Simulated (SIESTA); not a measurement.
Relaxation of cell and atoms of Ba2Tc2O5 (P4/mmm, 9 atoms in the cell) at several settings

```
Ba2Tc2O5
1.0
    3.97374     0.00000     0.00000
    0.00000     3.97374     0.00000
    0.00000     0.00000     8.53655
Ba Tc O
2 2 5
Direct
  0.00000   0.00000   0.00000
  0.00000   0.00000   0.50000
  0.50000   0.50000   0.24131
  0.50000   0.50000   0.75869
  0.50000   0.00000   0.23600
  0.50000   0.00000   0.76400
  0.00000   0.50000   0.23600
  0.00000   0.50000   0.76400
  0.50000   0.50000   0.50000
```

Base: GGA PBEsol, numerical atomic orbitals DZP, PseudoDojo PBEsol standard norm-conserving potentials (rewritten from UPF to PSML) run with SIESTA. Its settings: XC.functional = GGA; XC.authors = PBEsol; potentials = PseudoDojo PBEsol standard; PAO.BasisSize = DZP; PAO.EnergyShift = 0.005 Ry; MeshCutoff = 400 Ry; kgrid.MonkhorstPack = 7 7 3; OccupationFunction = FD; ElectronicTemperature = 580.23 K; MaxSCFIterations = 150; SCF.Mixer.Method = Broyden; SCF.Mixer.Weight = 0.2; SCF.Mixer.History = 8; SCF.DM.Tolerance = 1.0E-04. Starting volume 14.98 Å³ per atom.

Each line gives the change from the base single point and the result:

- XC.functional: GGA → LDA; XC.authors: PBEsol → PW92; pseudopotentials: PseudoDojo PBEsol standard → PseudoDojo LDA standard; MD.TypeOfRun: default → Broyden; MD.Steps: default → 40; MD.MaxForceTol: default → 0.02 eV/Ang; MD.VariableCell: default → true; MD.MaxStressTol: default → 0.05 GPa [DFT, LDA PW92, numerical atomic orbitals DZP, PseudoDojo LDA standard norm-conserving potentials (rewritten from UPF to PSML)]: pressure 0.01 GPa; largest force (vector length) 0.003 eV/Å; final cell a = 3.950 Å, b = 3.950 Å, c = 8.112 Å, α = 90.00°, β = 90.00°, γ = 90.00°; final volume per atom 14.07 Å³; relaxation steps 9.
- MeshCutoff: 400 Ry → 240 Ry; MD.TypeOfRun: default → Broyden; MD.Steps: default → 40; MD.MaxForceTol: default → 0.02 eV/Ang; MD.VariableCell: default → true; MD.MaxStressTol: default → 0.05 GPa: pressure -0.02 GPa; final cell a = b = 3.9797 Å, c = 8.2256 Å, α = β = γ = 90.00°; final volume per atom 14.48 Å³; relaxation steps 10; free energy against the base single point -12.9 meV/atom.

The starting cell comes from a database of computed structures (which also holds hypothetical and non-ambient phases and stackings), without a prior relaxation at this level. Spin polarisation is off. Values carry the incompleteness of an atom-centred basis.
